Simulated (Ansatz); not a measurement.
AlPO4 (P2₁, No. 4, 12 atoms in the cell; start mp-5724; a measured phase of this formula has another space group) was calculated with LDA in Ansatz (PAW).

Numerical settings: plane-wave cutoff 500 eV, 10×6×10 k mesh (along the axes of the cell as run), gaussian smearing 0.02 eV, scalar-relativistic PAW data made under PBE.

Cell (relaxed at this level):

AlO$_{4}$P is modelled in the monoclinic space group P2₁ (No. 4), Pearson symbol mP12. Cell: a = 4.939 Å, b = 8.210 Å, c = 5.069 Å, α = 90.00°, β = 118.91°, γ = 90.00°. Al on 2a is surrounded by 4 O at 1.714–1.729 Å (tetrahedral). P on 2a is coordinated by 4 O at 1.516–1.526 Å (tetrahedral). O1 on 2a sees 1 P at 1.526 Å and 1 Al at 1.729 Å (bent). O2 on 2a has 1 P at 1.523 Å and 1 Al at 1.729 Å (bent). O3 on 2a has 1 P at 1.516 Å and 1 Al at 1.714 Å (linear). O4 on 2a is coordinated by 1 P at 1.524 Å and 1 Al at 1.728 Å (bent). (Neighbours: up to the widest gap in distance over summed covalent radii, below 1.35, at either atom; cation-cation and far metal-metal contacts left out.)

Problem. What does this level give for the band gap?

Solution. 
band gap: 5.52 eV (on the SCF k mesh)

Note: the relaxation could not lower the start's symmetry, so the cell can be a saddle point above a distorted one.

The computed numbers hold no vibrational or temperature effects.

The result took roughly 22 core-minutes.

A start named mp-… is a Materials Project structure, which need not be a measured phase.

Ansatz is a quantum-chemistry and plane-wave program.
